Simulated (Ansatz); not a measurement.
Ansatz (an electronic-structure program) run on InCu2 (P3m1, 6 atoms in the cell): self-consistent single point.

Method: PBEsol, default PAW files made with PBE (plane waves; Ansatz).

```
InCu2
1.0
    4.46811     0.00000     0.00000
   -2.23406     3.86950     0.00000
    0.00000     0.00000     5.38432
In Cu
2 4
Direct
  0.66667   0.33333   0.75929
  0.33333   0.66667   0.25000
  0.00000   0.00000   0.00000
  0.00000   0.00000   0.50000
  0.66667   0.33333   0.25000
  0.33333   0.66667   0.75000
```

Reference input (self-consistent single point, DFT, PBEsol, plane waves, default PAW files made with PBE): basis.ecutwfc = 420 eV; kpoints.mp_grid.grid = 9 9 6; hamiltonian.xc = pbesol; hamiltonian.pseudopotentials = {kind: paw} (the program's default PAW files); scf.occupations.method = fermi_dirac; scf.occupations.width = 0.1 eV. This run's input differs from it in these lines:

Ansatz 0.2 input:
```diff
@@ -15,3 +15,3 @@
 kpoints:
-  mp_grid: { grid: [9, 9, 6] }
+  mp_grid: { grid: [9, 9, 7] }
 hamiltonian:
@@ -20,3 +20,3 @@
 scf:
-  occupations: { method: fermi_dirac, width: 0.1 eV }
+  occupations: { method: fermi_dirac, width: 0.05 eV }
 output:
```

Output (repeated stretches shortened):

```
SCF iter   1: F=—  HF=-37405.405239 eV  |F-HF|=—  |Δ(HF+E_count)|=         —  Δρ=1.51e-2  dr2=1.17e-1  ethr=1.77e-3  ⟨swp⟩=6.0  Hψ=15807  notcnv=0  defer=18
all-band conjugate gradients solve this SCF's bands
preconditioner: auto → Kerker (q_TF=auto, 2.770 Å⁻¹)
SCF iter   2: F=—  HF=-37405.380382 eV  |F-HF|=—  |Δ(HF+E_count)|=   2.49e-2  Δρ=1.93e-3  dr2=3.06e-3  ethr=1.15e-4  ⟨swp⟩=2.0  Hψ=6966  notcnv=0  defer=261
   [... lines left out ...]
SCF iter   5: F=—  HF=-37405.378018 eV  |F-HF|=—  |Δ(HF+E_count)|=   1.82e-5  Δρ=1.78e-4  dr2=3.85e-5  ethr=6.60e-8  ⟨swp⟩=2.0  Hψ=5756  notcnv=0  defer=261
SCF iter   6: F=—  HF=-37405.378015 eV  |F-HF|=—  |Δ(HF+E_count)|=   2.86e-6  Δρ=1.43e-4  dr2=1.05e-5  ethr=3.77e-8  ⟨swp⟩=2.0  Hψ=5539  notcnv=0  defer=261
SCF iter   7: F=—  HF=-37405.378011 eV  |F-HF|=—  |Δ(HF+E_count)|=   3.61e-6  Δρ=1.97e-5  dr2=9.38e-7  ethr=1.03e-8  ⟨swp⟩=2.0  Hψ=5587  notcnv=0  defer=261
SCF iter   8: F=-37405.378011 eV  HF=-37405.378011 eV  |F-HF|=3.53e-8  |Δ(HF+E_count)|=   1.03e-7  Δρ=4.51e-6  dr2=4.45e-8  ethr=9.80e-11  ⟨swp⟩=7.6  Hψ=20375  notcnv=0
SCF 1 converged in 8 iterations: F = -37405.378011 eV  dr2 = 4.45e-8
Free energy (F): -37405.378011 eV
Internal energy: -37405.367705 eV  (E = F + TS)
E sigma→0 (E₀):  -37405.372858 eV
Entropy (-TS):   -0.010306 eV (-1.718 meV/atom)
Fermi energy:    14.532372 eV
--- Forces (eV/Å), atoms counted from 1 ---
  atom   1  In    -0.00000000    -0.00000000    -0.26550842
  atom   2  In    -0.00000000     0.00000000     0.05032659
  atom   3  Cu     0.00000000    -0.00000000     0.02299616
  atom   4  Cu     0.00000000     0.00000000     0.02275548
  atom   5  Cu     0.00000000    -0.00000000     0.22370620
  atom   6  Cu     0.00000000     0.00000000    -0.05427101
--- Stress (GPa, compression-positive) ---
       -5.725455      -0.000000      -0.000000
       -0.000000      -5.725455      -0.000000
       -0.000000      -0.000000      -6.315794
  P = ⅓ Tr σ = -5.9222 GPa (-59.222 kbar)
  The stress holds the Pulay correction. Without it, at fixed plane waves, as pw.x and ABINIT print it: P = -6.0042 GPa
```

The run converged in 8 iterations. Against the reference run the free energy rises by 2.0 meV/atom, the pressure goes from -5.81 to -5.92 GPa and the largest force hardly changes (0.265 to 0.266 eV/Å).

The starting cell comes from a database of computed structures (which also holds hypothetical and non-ambient phases and stackings), without a prior relaxation at this level. Its lattice was rescaled by up to half a per cent. One atom was moved a little off its site on purpose. Spin polarisation is off. With a pressure of about -6 GPa the cell is away from its equilibrium volume at this level. Ansatz's pressure includes its estimate of the finite-basis (Pulay) stress.

Cost on one core of a shared machine: roughly 40 s.
